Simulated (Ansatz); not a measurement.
## Si: energy against strain

Si (diamond, Fd-3m, 19.706 Å³/atom at rest) under an equal strain ε in the (001) plane with the normal axis free, as in a coherent film. LDA in Ansatz, a plane-wave DFT program (PAW, default set), 420 eV, 11×11×11 Γ-centred mesh, Fermi-Dirac smearing 0.05 eV; ions are relaxed within the symmetry of each cell.

Here s stands for strain and y for E less E0.

| strain (%) | E less E0 (meV/atom) |
|---|---|
| -3.00 | ? |
| -1.50 | 4.95 |
| -1.00 | 2.18 |
| -0.50 | 0.54 |
| 0.00 | 0.00 |
| 0.50 | 0.53 |
| 1.00 | 2.10 |
| 1.50 | 4.69 |

Q: Fit y against s with a parabola, and predict the withheld value at s = -3.00.

A: Least squares gives y = -0.001 - 0.0679·s + 2.1424·s². Residuals (row less fit): 0.029, -0.029, -0.029, 0.001, 0.029, 0.026, -0.028; standard error 0.035 (degrees of freedom: 4). Twice the quadratic coefficient over the volume, 2 × 2.1424 meV × 10⁴ × 0.1602 / 19.706 Å³, is twice the biaxial elastic modulus of this plane = 348 ± 2 GPa. At the withheld row, y = -0.001 - 0.0679 × (-3.0) + 2.1424 × (-3.0)² = 19.484 meV/atom. The calculation gives 20.35 meV/atom, 0.866 meV/atom above the prediction (4.3 % of the range of y in the table). The row lies outside the fitted rows, so this is an extrapolation. From the scatter of the fitted rows alone, a prediction at this place has a standard error of 0.133 meV/atom, so the miss is 6.5 times that.

One order more, fitted to all 13 runs of the series, follows each within 0.01, so the miss is the next term of a smooth law. Rows are the converged runs of the series near zero and its far end; series whose fitted rows scatter by over a few per cent of the range, as at a crossing or softening among them, aren't shown in this form. Most that stay on the fit to the last digits aren't either.
